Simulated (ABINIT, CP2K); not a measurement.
A CP2K input for a self-consistent single point of Sr2Ir (Fm-3m, 3 atoms in the cell) (DFT LDA (Pade form), GPW, DZVP-MOLOPT-SR-GTH basis, GTH-PADE potentials (GTH_POTENTIALS)):

```
&GLOBAL
  PROJECT run
  RUN_TYPE ENERGY_FORCE
  PRINT_LEVEL LOW
&END GLOBAL
&FORCE_EVAL
  METHOD Quickstep
  STRESS_TENSOR ANALYTICAL
  &DFT
    BASIS_SET_FILE_NAME BASIS_MOLOPT
    POTENTIAL_FILE_NAME GTH_POTENTIALS
    &QS
      METHOD GPW
      EPS_DEFAULT 1E-10
    &END QS
    &MGRID
      CUTOFF 500
      REL_CUTOFF 50
      NGRIDS 5
    &END MGRID
    &SCF
      SCF_GUESS ATOMIC
      EPS_SCF 1E-6
      MAX_SCF 100
      ADDED_MOS 7
      &DIAGONALIZATION
        ALGORITHM STANDARD
      &END DIAGONALIZATION
      &MIXING
        METHOD BROYDEN_MIXING
        ALPHA 0.3
        NBUFFER 8
        BETA 1.5
      &END MIXING
      &SMEAR ON
        METHOD GAUSSIAN
        SIGMA [eV] 0.136
      &END SMEAR
    &END SCF
    &KPOINTS
      SCHEME MONKHORST-PACK 6 6 6
      GAMMA_CENTERED T
    &END KPOINTS
    &XC
      &XC_FUNCTIONAL PADE
      &END XC_FUNCTIONAL
    &END XC
    &PRINT
      &MO
        EIGENVALUES T
        OCCUPATION_NUMBERS T
        NDIGITS 8
        FILENAME mo
        &EACH
          QS_SCF 0
        &END EACH
        ADD_LAST NUMERIC
      &END MO
      &MULLIKEN OFF
      &END MULLIKEN
    &END PRINT
  &END DFT
  &SUBSYS
    &CELL
      A 4.96774800 0.00000000 0.00000000
      B 2.48387400 4.30219600 0.00000000
      C 2.48387400 1.43406500 4.05614900
      PERIODIC XYZ
    &END CELL
    &COORD
      Sr       7.45162200     4.30219575     3.04211175
      Sr       2.48387400     1.43406525     1.01403725
      Ir       0.00000000     0.00000000     0.00000000
    &END COORD
    &KIND Sr
      BASIS_SET DZVP-MOLOPT-SR-GTH
      POTENTIAL GTH-PADE-q10
    &END KIND
    &KIND Ir
      BASIS_SET DZVP-MOLOPT-SR-GTH
      POTENTIAL GTH-PADE-q17
    &END KIND
  &END SUBSYS
  &PRINT
    &FORCES ON
    &END FORCES
    &STRESS_TENSOR ON
    &END STRESS_TENSOR
  &END PRINT
&END FORCE_EVAL
```

### Question
Give the ABINIT input for the same structure, mesh, smearing and functional.

### Answer
One input that does it (others would too):

```
# Sr2Ir, PseudoDojo nc-sr-04 LDA standard
pp_dirpath "./"
pseudos "Sr.upf, Ir.upf"
acell 3*1.0
rprim
         0.0000000000    6.6380938703    6.6380938703
         6.6380938703    0.0000000000    6.6380938703
         6.6380938703    6.6380938703   -0.0000000000
natom 3
ntypat 2
znucl 38 77
typat 1 1 2
xcart
         9.9571408055    9.9571408055    9.9571408055
         3.3190469352    3.3190469352    3.3190469352
         0.0000000000    0.0000000000    0.0000000000
ecut 925 eV
occopt 7
tsmear 0.136 eV
nband 25
kptopt 1
ngkpt 6 6 6
nshiftk 1
shiftk 0 0 0
nstep 80
tolvrs 1.0e-10
prtwf 0
prtden 0
prtvol 1
enunit 2
```

Basis settings and potentials, where a program has them, do not carry over. This input uses DFT, LDA (PW92), plane waves, norm-conserving pseudopotentials (PseudoDojo nc-sr-04 LDA standard). LDA parametrisations can differ slightly between programs. Both were run: pressure 0.07 GPa in CP2K and -0.05 in ABINIT.

On ABINIT: the starting cell comes from a database of computed structures (which also holds hypothetical and non-ambient phases and stackings), without a prior relaxation at this level. Its lattice was rescaled by a random factor within 2.5 % of one. For this run, on top of that: lattice scaled by 0.98. Spin polarisation is off.

On CP2K: the starting cell comes from a database of computed structures (which also holds hypothetical and non-ambient phases and stackings), without a prior relaxation at this level. Its lattice was rescaled by a random factor within 2.5 % of one. For this run, on top of that: lattice scaled by 0.98. Spin polarisation is off. Values carry the incompleteness of an atom-centred basis.
